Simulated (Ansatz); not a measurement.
## A self-consistent single point of Hg (P6_3/mmc, 2 atoms in the cell) with Ansatz

Method of the run: PBEsol, default PAW files made with PBE (plane waves; Ansatz, a first-principles code).

The input file:

Ansatz 0.2 input:
```yaml
crystal:
  lattice:
    - [3.186478, 0.000000, 0.000000]
    - [-1.593239, 2.759571, 0.000000]
    - [0.000000, 0.000000, 5.173546]
  atoms:
    - { symbol: Hg, position: [0.333333, 0.666667, 0.250000] }
    - { symbol: Hg, position: [0.666667, 0.333333, 0.750000] }
kpoints:
  mp_grid: { grid: [10, 10, 5] }
hamiltonian:
  xc: pbesol
  pseudopotentials: { kind: paw }
scf:
  occupations: { method: methfessel_paxton, width: 0.0037 Ry }
output:
  forces: true
  eigenvalues: true
  stress: true
```

The program printed (abridged):

```
WARN the atoms were moved onto the symmetric positions of the space group found under crystal.symmetry.tolerance 1.0e-5 (fractional …
WARN basis.ecutwfc = 420 eV, the default
WARN ansatz: RAYON_NUM_THREADS=1 ignored (pool sized by the plan → 1); use --threads N
Pseudopotentials: kind: paw
Pseudopotential: Hg, paw, valence charge 20
Crystal: 2 atoms, lattice volume = 45.493 Å³
Basis set: ecut = 420 eV, 893 PW (Γ), exchange–correlation on 48×48×72 points (8 copies of the dense FFT grid, shifted against one another)
Bands: 24, of which v1, the nominal top of the filled ones, is band 20 counted from 1 (19 counted from 0)
Symmetry: 24 space group operations
Space group: P63/mmc (ITA 194), of the structure as read, at distance tolerance 3.6e-5 Å
k-points: 42 of 500
PAW frozen core: Hg, regenerated for the run's functional, and the local potential with it
Initial density: superposition of atomic densities (neutral atoms: chi_scale 0, normalization atom), corrected by the library's trained network
Initial wavefunctions: pseudopotential atomic-orbital guess
Eigensolver: davidson
Functional: x = pbesol(κ = 0.804, μ = 0.12345679012345678), c = pbesol(β = 0.046)
SCF iter   1: F=—  HF=-27335.968270 eV  |F-HF|=—  |Δ(HF+E_count)|=         —  Δρ=3.62e-3  dr2=4.58e-3  ethr=1.77e-3  ⟨swp⟩=5.9  Hψ=3899  notcnv=0
all-band conjugate gradients solve this SCF's bands
preconditioner: auto → Resta (q_TF=auto, 2.670 Å⁻¹)
SCF iter   2: F=—  HF=-27335.967996 eV  |F-HF|=—  |Δ(HF+E_count)|=   2.74e-4  S|Δr|=    0.00e0  Δρ=1.45e-3  dr2=4.26e-4  ethr=1.15e-5  ⟨swp⟩=2.3  Hψ=1830  notcnv=0
SCF iter   3: F=—  HF=-27335.967906 eV  |F-HF|=—  |Δ(HF+E_count)|=   8.96e-5  S|Δr|=    0.00e0  Δρ=5.03e-4  dr2=3.17e-5  ethr=1.07e-6  ⟨swp⟩=2.0  Hψ=1487  notcnv=0
SCF iter   4: F=—  HF=-27335.967901 eV  |F-HF|=—  |Δ(HF+E_count)|=   5.47e-6  S|Δr|=    0.00e0  Δρ=4.30e-5  dr2=9.07e-7  ethr=7.93e-8  ⟨swp⟩=2.7  Hψ=1761  notcnv=0
SCF iter   5: F=—  HF=-27335.967901 eV  |F-HF|=—  |Δ(HF+E_count)|=   1.49e-7  S|Δr|=    0.00e0  Δρ=1.53e-5  dr2=1.04e-7  ethr=2.50e-10  ⟨swp⟩=5.6  Hψ=4184  notcnv=0
SCF iter   6: F=-27335.967901 eV  HF=-27335.967901 eV  |F-HF|=7.35e-10  |Δ(HF+E_count)|=   1.73e-8  S|Δr|=    0.00e0  Δρ=2.47e-6  dr2=3.64e-9  ethr=2.50e-10  ⟨swp⟩=4.0  Hψ=3243  notcnv=0
SCF 1 converged in 6 iterations: F = -27335.967901 eV  dr2 = 3.64e-9
SCF converged after 6 iterations
Stability not checked (fill_not_monotonic)
Free energy (F): -27335.967901 eV
Harris-Foulkes:  -27335.967901 eV  (|F-HF|=7.35e-10)
Internal energy: -27335.968320 eV  (E = F + TS)
E sigma→0 (E₀):  -27335.968005 eV
Entropy (-TS):   0.000419 eV (0.210 meV/atom)
Fermi energy:    15.265344 eV
--- Per-component energies (eV) ---
  E_band       = -752.147885
  E_kinetic    = 1209.629909
  E_local      = -4873.130022  (includes V_loc(G=0)·N_el)
  E_nonlocal   = 152.225952
  E_hartree    = 2086.554540
  E_xc         = -438.694408
  E_vxc        = -524.419877  (∫ρ·V_xc dr)
  E_paw        = -19602.005864  (= ΣΔE_a)
  E_vpaw       = -889.562392  (= ΣTr[D̂ρ^β])
  E_aug_tail   = 0.001803  (compensation charges beyond the density's cutoff)
  E_ewald      = -5871.207533
  E_core_change = 0.657303  (= ΣΔE_core)
  E_smearing   = 0.000419  (= −TS)
  E_closure    = 0.000000  (closes the sum)
  Σ components = -27335.967901   (vs F -27335.967901, Δ=0.00e0)
--- Forces (eV/Å), atoms counted from 1 ---
  atom   1  Hg     0.00000000    -0.00000000     0.00000000
  atom   2  Hg    -0.00000000     0.00000000     0.00000000
  max |Σ_I F_I| component: 1.16e-18 eV/Å
--- Stress (GPa, compression-positive) ---
        1.112112       0.000000       0.000000
        0.000000       1.112112       0.000000
        0.000000       0.000000       2.477941
  P = ⅓ Tr σ = 1.5674 GPa (15.674 kbar)
  The stress holds the Pulay correction. Without it, at fixed plane waves, as pw.x and ABINIT print it: P = 1.5284 GPa
--- Band table (eV; the first three rows and the last of 42) ---
  k-point 0: bands = ["-99.4551", "-99.4537", "-47.8605", "-47.8318", "-47.8318", "-47.8245", "-47.8245", "-47.8170", "6.0114", "7.2156", "8.3253", "8.3802", "8.3802", "8.5312", "8.5312", "8.7543", "8.7543", "9.4995", "9.4995", "13.6119", "13.9562", [...]
  k-point 1: bands = ["-99.4550", "-99.4538", "-47.8563", "-47.8311", "-47.8311", "-47.8252", "-47.8252", "-47.8211", "6.2752", "7.2556", "8.2958", "8.3278", "8.3278", "8.4780", "8.4780", "8.8943", "8.8943", "9.4701", "9.4701", "11.2143", "16.8627", [...]
  k-point 2: bands = ["-99.4546", "-99.4542", "-47.8455", "-47.8320", "-47.8293", "-47.8293", "-47.8270", "-47.8270", "6.9288", "7.2916", "8.3057", "8.3057", "8.3704", "8.3722", "8.3722", "9.1445", "9.1445", "9.2886", "9.3559", "9.3559", "20.3556", [...]
  k-point 41: bands = ["-99.4535", "-99.4534", "-47.8579", "-47.8577", "-47.8504", "-47.8472", "-47.8298", "-47.8284", "7.7635", "7.7657", "8.1380", "8.2651", "8.4969", "8.6630", "8.8500", "8.9450", "9.4916", "9.5819", "14.2318", "15.1885", [...]
```

The run converged in 6 iterations.

The starting cell was generated: these elements placed on a structure prototype, without a prior relaxation; it need not be a known phase or ordering of this composition. Its lattice was rescaled by a random factor within 2.5 % of one. Spin-orbit coupling is off. Ansatz's pressure includes its estimate of the finite-basis (Pulay) stress.
